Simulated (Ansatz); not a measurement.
The parent structure is AlAs in the zinc blende structure (space group F-43m, No. 216; a = 5.6743 Å). Axes: x, y, z lie along the cube axes.

Method: PBEsol (Ansatz, an electronic-structure program, PAW, without spin-orbit coupling), earlier PAW set.

Strains are applied to the cell and any free atomic positions relax; under biaxial strain the out-of-plane vector relaxes too.

One change was made to it. Results:

The valence-band top at Γ (three highest levels, from the VBM) becomes 0.00, -0.34, -0.57 eV (base: 0.00, 0.00, 0.00 eV); the band gap drops by 0.516 eV, from 1.34 eV to 0.83 eV; the energy increases by 17 meV/atom.

Question: Which of these changes matches the shifts?
A. tensor shear ε_xz = −3.35 %
B. tensor shear ε_xz = +0.79 %
C. biaxial strain −4.64 %, plane normal [111], relaxed out of plane
D. strain tensor (xx, yy, zz, yz, xz, xy) = (+1.44, +0.47, −0.44, +0.48, +0.60, −0.40) %
E. biaxial strain +0.38 %, plane normal [001], relaxed out of plane

Answer: A, tensor shear ε_xz = −3.35 %. For comparison, the valence-band top at Γ in the other runs: strain tensor (xx, yy, zz, yz, xz, xy) = (+1.44, +0.47, −0.44, +0.48, +0.60, −0.40) % gives 0.00, -0.11, -0.16 eV; biaxial strain +0.38 %, plane normal [001], relaxed out of plane gives 0.00, -0.04, -0.04 eV; tensor shear ε_xz = +0.79 % gives 0.00, -0.07, -0.13 eV; biaxial strain −4.64 %, plane normal [111], relaxed out of plane gives 0.00, 0.00, -0.79 eV.

Whether these cells are dynamically stable was not tested.
